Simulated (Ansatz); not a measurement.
# Al2SiO5 (Pnnm, No. 58)

Computed with PBEsol (Ansatz, a quantum-chemistry and plane-wave program, PAW).

Run with plane-wave cutoff 520 eV, 6×4×6 k mesh (along the axes of the cell as run), Fermi–Dirac smearing 0.01 eV, scalar-relativistic PAW data made under PBE.

Cell (relaxed at this level):

```xyz
32
Lattice="7.7999 0.0000 0.0000 0.0000 7.9157 0.0000 0.0000 0.0000 5.5798" Properties=species:S:1:pos:R:3 pbc="T T T"
Si     1.9132     1.9867     0.0000
Si     5.8867     5.9291     0.0000
Si     5.8131     1.9712     2.7899
Si     1.9868     5.9445     2.7899
Al     0.0000     0.0000     1.3507
Al     3.8999     3.9579     1.4392
Al     0.0000     0.0000     4.2291
Al     3.8999     3.9579     4.1406
Al     2.8855     1.0983     2.7899
Al     4.9144     6.8174     2.7899
Al     6.7854     2.8596     0.0000
Al     1.0144     5.0561     0.0000
O      3.3018     2.8693     2.7899
O      4.4981     5.0464     2.7899
O      7.2017     1.0885     0.0000
O      0.5982     6.8272     0.0000
O      3.3143     2.8647     0.0000
O      4.4855     5.0510     0.0000
O      7.2143     1.0931     2.7899
O      0.5856     6.8226     2.7899
O      0.8008     3.1720     0.0000
O      6.9991     4.7437     0.0000
O      4.7007     0.7859     2.7899
O      3.0991     7.1298     2.7899
O      1.7875     1.0488     1.3389
O      6.0124     6.8669     1.3389
O      5.6874     2.9091     1.4510
O      2.1124     5.0066     1.4510
O      6.0124     6.8669     4.2409
O      1.7875     1.0488     4.2409
O      2.1124     5.0066     4.1288
O      5.6874     2.9091     4.1288
```

```yaml
band_gap: 4.90 eV (on the SCF k mesh)
```

Note: the relaxation could not lower the start's symmetry, so the cell can be a saddle point above a distorted one.

It cost about 22 core-minutes (a rough figure) of CPU time.
